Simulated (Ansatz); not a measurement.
Start from KCl in the rock salt structure (space group Fm-3m, No. 225; a = 6.2437 Å). Axes: x, y, z lie along the cube axes.

All numbers come from PBEsol (Ansatz, a program for electronic structure, PAW, scalar-relativistic without spin-orbit coupling).

Strains are applied to the cell and any free atomic positions relax; under biaxial strain the out-of-plane vector relaxes too.

One change was made to it. Results:

```json
[
 {"quantity": "valence-band top at Γ (three highest levels, from the VBM)", "base": "0.00, 0.00, 0.00 eV", "after": "0.00, 0.00, -0.02 eV"},
 {"quantity": "gap character", "base": "direct at Γ", "after": "direct at Γ"},
 {"quantity": "energy relative to the base (free energy F)", "base": "0 meV/atom", "after": "+3.3 meV/atom"}
]
```

Q: What was done to the base?
A) biaxial strain +1.26 %, plane normal [110], relaxed out of plane
B) biaxial strain +1.80 %, plane normal [111], relaxed out of plane
C) uniaxial strain ε_zz = +3.04 %

A: C, uniaxial strain ε_zz = +3.04 %. For comparison, the valence-band top at Γ in the other runs: biaxial strain +1.26 %, plane normal [110], relaxed out of plane gives 0.00, -0.03, -0.04 eV; biaxial strain +1.80 %, plane normal [111], relaxed out of plane gives 0.00, -0.07, -0.07 eV.

A biaxial case was relaxed in a doubled cell and then solved in the primitive one. Stability against distortions was not tested. Labels are those of the standard path for the cell's own space group.
